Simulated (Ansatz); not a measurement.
## ZnSnO₃ (R3c, No. 161, 10 atoms in the cell; start mp-13334)

The numbers are results of PBE-D3(BJ) (plane waves, PAW; Ansatz, a first-principles code), not measurements.

Run with plane-wave cutoff 500 eV, 10×10×10 k mesh, Fermi–Dirac smearing 0.05 eV, scalar-relativistic PAW data made under PBE.

Cell (relaxed at this level):

```yaml
crystal:
  lattice:
    - [2.65715, 1.53411, 4.69488]
    - [-2.65715, 1.53411, 4.69488]
    - [0.00000, -3.06821, 4.69488]
  atoms:
    - { symbol: Zn, position: [0.28348, 0.28348, 0.28348] }
    - { symbol: Zn, position: [0.78348, 0.78348, 0.78348] }
    - { symbol: Sn, position: [0.00220, 0.00220, 0.00220] }
    - { symbol: Sn, position: [0.50220, 0.50220, 0.50220] }
    - { symbol: O, position: [0.89390, 0.21271, 0.60630] }
    - { symbol: O, position: [0.60630, 0.89390, 0.21271] }
    - { symbol: O, position: [0.21271, 0.60630, 0.89390] }
    - { symbol: O, position: [0.10630, 0.71271, 0.39390] }
    - { symbol: O, position: [0.71271, 0.39390, 0.10630] }
    - { symbol: O, position: [0.39390, 0.10630, 0.71271] }
```

```yaml
band_gap: 1.23 eV (on the SCF k mesh)
```

Note: the relaxation could not lower the start's symmetry, so the cell can be a saddle point above a distorted one.

Spin–orbit coupling is not included.

The computed numbers hold no vibrational or temperature effects.

It cost roughly 11 core-minutes of CPU time.

A start named mp-… is a Materials Project structure, which need not be a measured phase.
